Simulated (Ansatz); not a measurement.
Cubic perovskite SrVO3, treated with rVV10 (PAW; Ansatz, a first-principles code).

Run with plane-wave cutoff 520 eV, 14×14×14 k mesh, Fermi–Dirac smearing 0.05 eV, no spin polarisation, scalar-relativistic PAW data made under PBE.

Cell (relaxed at this level):

```
CELL_PARAMETERS angstrom
      3.87111     0.00000     0.00000
      0.00000     3.87111     0.00000
      0.00000     0.00000     3.87111
ATOMIC_POSITIONS crystal
  Sr 0.00000 0.00000 0.00000
  V  0.50000 0.50000 0.50000
  O  0.50000 0.00000 0.50000
  O  0.00000 0.50000 0.50000
  O  0.50000 0.50000 0.00000
```

Question: Give the computed bulk modulus B0 and pressure derivative B′ of the bulk modulus.

Answer: 
bulk modulus B0: 184 GPa
pressure derivative B′ of the bulk modulus: 4.4

The run finds no gap.

Static lattice: no zero-point or thermal effects.

Computing time: very roughly 80 core-seconds.
